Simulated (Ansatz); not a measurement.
The reference is Mo in the bcc (W type) structure (space group Im-3m, No. 229; a = 3.130 Å; relaxed with 0.1 eV smearing).

Computed with Ansatz (an electronic-structure program) PBEsol, no SOC.

Strains are applied to the cell and any free atomic positions relax.

One change was made to it. Results:

The energy grows by 26 meV/atom; the pressure goes from zero to -11.4 GPa.

Question: Which change produced these results?
(A) isotropic strain +1.50 %
(B) isotropic strain +3.00 %
(C) isotropic strain −0.50 %
(D) isotropic strain −2.50 %
(E) isotropic strain +0.50 %

Answer: A, isotropic strain +1.50 %. For comparison, the energy relative to the base in the other runs: isotropic strain −2.50 % gives +82 meV/atom; isotropic strain +0.50 % gives +3.0 meV/atom; isotropic strain −0.50 % gives +3.1 meV/atom; isotropic strain +3.00 % gives +99 meV/atom.

No phonon test of stability was made. The final runs are not spin-polarised.
